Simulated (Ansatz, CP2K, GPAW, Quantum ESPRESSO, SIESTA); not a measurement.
## TlCuO2 (P6_3/mmc, 8 atoms in the cell) computed with different codes at matched settings

Self-consistent single point.

```
CELL_PARAMETERS angstrom
      3.53703     0.00000     0.00000
     -1.76852     3.06316     0.00000
      0.00000     0.00000    11.77167
ATOMIC_POSITIONS crystal
  Tl 0.00000 0.00000 0.50000
  Tl 0.00000 0.00000 0.00000
  Cu 0.33333 0.66667 0.25000
  Cu 0.66667 0.33333 0.75000
  O  0.33333 0.66667 0.40433
  O  0.66667 0.33333 0.59567
  O  0.66667 0.33333 0.90433
  O  0.33333 0.66667 0.09567
```

Shared settings, as Ansatz (a program for electronic structure) writes them: kpoints.mp_grid.grid = 9 9 3; scf.occupations.method = gaussian; scf.occupations.width = 0.05 eV. Potentials and cutoffs stand in the table.

```
code                                                                                                                                 model  pressure (GPa)  largest force (eV/Å)       cutoff
----------------  ------------------------------------------------------------------------------------------------------------------------  --------------  --------------------  -----------
SIESTA            LDA PW92, numerical atomic orbitals DZP, PseudoDojo LDA standard norm-conserving potentials (rewritten from UPF to PSML)           -9.44                 0.139  grid 300 Ry
Quantum ESPRESSO                                                                       LDA (PZ), GBRV 1.5 ultrasoft (LDA) pseudopotentials           -8.00                 0.214        50 Ry
CP2K                                                  LDA (Pade form), GPW, DZVP-MOLOPT-SR-GTH basis, GTH-PADE potentials (GTH_POTENTIALS)           -5.37                 0.055  grid 600 Ry
GPAW                                                                         LDA (Perdew-Wang 92), GPAW PAW datasets LDA (gpaw-data 1.0.1)               –                 0.002       900 eV
Ansatz                                                                                                 LDA (PW92), PAW files made with PBE           -8.43                 0.315      default
```

A dash marks a value that a program does not give, or that is left out as unsure.

No clean gap comes from SIESTA, Quantum ESPRESSO, CP2K, GPAW and Ansatz: levels at the Fermi energy touch, overlap or are partly filled at this smearing.

On Ansatz's run: spin-orbit coupling is off. Spin polarisation is off, so a magnetic state, if there is one, cannot be reached.

The spread over the programs that give each value: pressure within 4.07 GPa; largest force within 0.313 eV/Å.

SIESTA and CP2K use small atom-centred bases, whose incompleteness enters pressures, forces and empty levels differently from a plane-wave cutoff. Ansatz's pressure is given at a fixed set of plane waves, as the other plane-wave codes print theirs; with its correction for the finite basis it is -8.08 GPa (the shift of 0.34 GPa shows how far the cutoff is from converged). The pressure of GPAW is left out: its cutoff lies under the one at which its stress was checked. The same LDA comes in different parametrisations, which differ slightly. In the pressure, SIESTA (by 1.22) and CP2K (by 2.84) lie more than 1 GPa from the median of the plane-wave programs.

The starting cell comes from a database of computed structures (which also holds hypothetical and non-ambient phases and stackings), without a prior relaxation at this level.

Keys are those of Ansatz 0.2.
